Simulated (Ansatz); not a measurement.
Bulk modulus of CsCl-type CoGa at several levels of theory

No measured value is used here.

| level (code) | value (GPa) | cell (Å³/atom) |
|---|---|---|
| LDA (Ansatz) | 218 | 11.09 |
| PBE (Ansatz) | 177 | 11.96 |
| PBEsol (Ansatz) | 201 | 11.45 |
| PBEsol-D3(BJ) (Ansatz) | 217 | 11.12 |
| r²SCAN-D4 (Ansatz) | 208 | 11.38 |
| r²SCAN+rVV10 (Ansatz) | 208 | 11.40 |
| HSE06 (Ansatz) | 204 | 11.43 |
| PBE0 (Ansatz) | 207 | 11.41 |
| r²SCAN0 (Ansatz) | 228 | 11.23 |

The crystal itself was run without spin with LDA, PBE, PBEsol, PBEsol-D3(BJ), r²SCAN-D4, r²SCAN+rVV10, HSE06, PBE0, r²SCAN0; a magnetic state was not tried in these runs. HSE06, PBE0, r²SCAN0: the run has no spin polarisation, so it can have missed a magnetic state. Each level is taken at its own relaxed cell. Cutoffs and k meshes differ between the levels. Ansatz's density-functional and Hartree–Fock values are scalar-relativistic unless marked +SOC, with PAW data made under PBE.

Ansatz is a program for electronic structure.
